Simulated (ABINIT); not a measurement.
Band structure of RbBr (Fm-3m, 2 atoms in the cell).

```
RbBr
1.0
    0.00000     3.45249     3.45249
    3.45249     0.00000     3.45249
    3.45249     3.45249     0.00000
Rb Br
1 1
Direct
  0.00000   0.00000   0.00000
  0.50000   0.50000   0.50000
```

Computed with PBE, PAW (JTH v2.0 PBE PAW) (plane waves; ABINIT 10.0.3).

Settings: pseudos = [Rb.GGA_PBE-JTH.xml, Br.GGA_PBE-JTH.xml]; ecut = 40 Ry; pawecutdg = 80 Ry; pawxcdev = 0; occopt = 1; ngkpt = 7 7 7; nshiftk = 1; shiftk = 0 0 0; potentials = JTH v2.0 PBE PAW; kptopt = 1; nstep = 60; tolvrs1 = 1e-12; diemac = 6.

The starting cell comes from a database of computed structures (which also holds hypothetical and non-ambient phases and stackings), without a prior relaxation at this level. Its lattice was rescaled by a random factor within 2.5 % of one.

Predict the gap along the standard path and the places of the band edges.

The gap along the path is 4.30 eV, direct at Γ to within 0.01 eV.

Levels in eV from the top of the valence band on the SCF mesh, bands 5 to 12:
```csv
point,5,6,7,8,9,10,11,12
Γ,-8.55,0.00,0.00,0.00,4.30,7.34,7.34,7.34
X,-8.62,-0.47,-0.16,-0.16,5.68,7.05,9.09,9.29
W,-8.54,-0.47,-0.34,-0.34,7.10,7.10,8.18,8.60
K,-8.58,-0.48,-0.41,-0.25,6.38,8.02,8.13,8.85
L,-8.51,-0.95,-0.33,-0.33,6.75,7.68,9.55,9.55
U,-8.58,-0.48,-0.41,-0.25,6.38,8.02,8.13,8.85
```
